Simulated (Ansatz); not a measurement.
The starting structures come from a database of crystals and need not be the phases stable at ambient conditions.

 Where the default PAW files enter, the runs use the earlier of Ansatz's two default sets.

Inside the gap of an insulator the Bloch states are evanescent, with a wavenumber k + iκ along the transport direction.

Here is the system:

```
RuSi
1.0
    4.70860     0.00000     0.00000
    0.00000     4.70860     0.00000
    0.00000     0.00000     4.70860
Si Ru
4 4
Direct
  0.83758   0.66242   0.66242
  0.66242   0.33758   0.16242
  0.33758   0.83758   0.33758
  0.16242   0.16242   0.83758
  0.12941   0.37059   0.37059
  0.37059   0.62941   0.87059
  0.62941   0.12941   0.62941
  0.87059   0.87059   0.12941
```

Space group of this cell: P2_13. The cell is taken as given; by LDA its mean pressure is -6.8 GPa.

Transport runs along the normal of the first two printed cell vectors, the (001) plane of the conventional cell.

The gap is the functional's own. No spin-orbit coupling. Mid-gap values are interpolated on the energy grid.

Q: State the band gap and the smallest decay constant κ at mid-gap according to LDA (Ansatz, an electronic-structure program).

A: Gap 0.25 eV on a 6×6×6 mesh; κ = 0.108 1/Å, at the zone centre.
